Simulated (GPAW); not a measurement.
# Several settings converged on a (001) slab of HfAu (cut from a parent of space group no. 129; 4 atoms in the cell)

```
AuHf
1.0
    3.46644     0.00000     0.00000
    0.00000     3.46644     0.00000
    0.00000     0.00000    18.42212
Hf Au
2 2
Cartesian
  0.00000   1.73322  11.42212
  1.73322   0.00000   7.00000
  0.00000   1.73322   8.40251
  1.73322   0.00000  10.01960
```

Base method: LDA (Perdew-Wang 92), GPAW PAW datasets LDA (gpaw-data 1.0.1) (plane waves; GPAW).

Base settings: mode = pw; ecut = 550 eV; xc = LDA; kpts = 5 5 1; mesh shift (steps) = 0 0 0; occupations.name = fermi-dirac; occupations.width = 0.1 eV; nbands = -12; symmetry.symmorphic = false; symmetry.tolerance = 0.0005.

The count of work is k-points × plane waves × bands × iterations; it is no time. Core times come from one kind of shared machine, to one figure; runs under 30 s give none.

**The vacuum**

The mesh stays at the base's, so the ladder's end is converged at best in this setting alone.

Only quantities that move along the ladder and can be compared are tabulated.

| vacuum between outermost atoms (Å) | free energy less the last step's (meV/atom) | largest difference of a force vector from the last step's (eV/Å) | count of work / last | core time / last (rough) |
|---|---|---|---|---|
| 3.0 | -471.54 | 2.099 | 0.16 | – |
| 4.0 | -229.47 | 1.045 | 0.20 | – |
| 5.0 | -96.19 | 0.348 | 0.26 | – |
| 6.0 | -35.10 | 0.105 | 0.27 | – |
| 7.0 | -10.92 | 0.025 | 0.28 | – |
| 8.0 | -3.36 | 0.009 | 0.36 | – |
| 10.0 | -0.33 | 0.001 | 0.39 | 0.4 |
| 12.0 | -0.01 | 0.003 | 0.48 | 0.4 |
| 14.0 | 0.01 | 0.005 | 0.52 | 0.4 |
| 17.0 | 0.01 | 0.007 | 0.58 | 0.5 |
| 20.0 | 0.00 | 0.001 | 0.68 | 0.4 |
| 25.0 | 0.01 | 0.004 | 0.85 | 0.8 |
| 30.0 | 0.00 | 0.000 | 1.0 | 1 |

Smallest vacuum between outermost atoms (Å) that holds the free energy within 1 meV/atom of the last step, with all finer ones: 10.0, at 0.39 of the last step's count of work and about 0.4 of the last step's time; the step before is off by 3.4 meV/atom.

Smallest vacuum between outermost atoms (Å) that holds the forces within 0.01 eV/Å of the last step, with all finer ones: 8.0, at 0.36 of the last step's count of work; the step before is off by 0.025 eV/Å.

**The k-point mesh**

Only quantities that move along the ladder and can be compared are tabulated.

| kpts | free energy less the last step's (meV/atom) | largest difference of a force vector from the last step's (eV/Å) | count of work / last | core time / last (rough) |
|---|---|---|---|---|
| 2 2 1 | -86.26 | 0.079 | 0.032 | – |
| 3 3 1 | 65.25 | 0.487 | 0.029 | – |
| 4 4 1 | -0.71 | 0.179 | 0.073 | 0.09 |
| 5 5 1 | 0.27 | 0.058 | 0.066 | – |
| 6 6 1 | 2.03 | 0.014 | 0.13 | 0.2 |
| 7 7 1 | -2.61 | 0.063 | 0.13 | 0.1 |
| 8 8 1 | 0.76 | 0.014 | 0.17 | 0.2 |
| 10 10 1 | -1.12 | 0.006 | 0.21 | 0.2 |
| 11 11 1 | -0.16 | 0.005 | 0.23 | 0.2 |
| 13 13 1 | -0.11 | 0.008 | 0.30 | 0.2 |
| 15 15 1 | 0.00 | 0.001 | 0.40 | 0.4 |
| 18 18 1 | -0.01 | 0.006 | 0.58 | 0.7 |
| 24 24 1 | 0.00 | 0.000 | 1.0 | 1 |

Coarsest kpts that holds the forces within 0.02 eV/Å of the last step, with all finer ones: 8 8 1, at 0.17 of the last step's count of work and about 0.2 of the last step's time; the step before is off by 0.063 eV/Å.

Coarsest kpts that holds the free energy within 1 meV/atom of the last step, with all finer ones: 11 11 1, at 0.23 of the last step's count of work and about 0.2 of the last step's time; the step before is off by 1.1 meV/atom.

**The plane-wave cutoff**

The mesh stays at the base's, so the ladder's end is converged at best in this setting alone.

Only quantities that move along the ladder and can be compared are tabulated.

| ecut | free energy less the last step's (meV/atom) | largest difference of a force vector from the last step's (eV/Å) | count of work / last | core time / last (rough) |
|---|---|---|---|---|
| 275 eV | 130.92 | 0.027 | 0.11 | – |
| 330 eV | 43.87 | 0.002 | 0.17 | – |
| 385 eV | 31.52 | 0.004 | 0.21 | – |
| 470 eV | 17.31 | 0.005 | 0.25 | – |
| 550 eV | 11.47 | 0.005 | 0.34 | – |
| 660 eV | 9.70 | 0.003 | 0.48 | 0.4 |
| 825 eV | 1.86 | 0.001 | 0.58 | 0.5 |
| 1100 eV | 0.00 | 0.000 | 1.0 | 1 |

Coarsest ecut that holds the forces within 0.02 eV/Å of the last step, with all finer ones: 330 eV, at 0.17 of the last step's count of work; the step before is off by 0.027 eV/Å.

Coarsest ecut that holds the free energy within 5 meV/atom of the last step, with all finer ones: 825 eV; the step before is off by 9.7 meV/atom.

On the base run: the starting cell comes from a database of computed structures (which also holds hypothetical and non-ambient phases and stackings), without a prior relaxation at this level. The slab is cut from that crystal, and its faces are unrelaxed. Its lattice was rescaled by up to half a per cent. Without a gap this mesh is coarse (it stands for a supercell whose shortest in-plane vector is 17 Å).
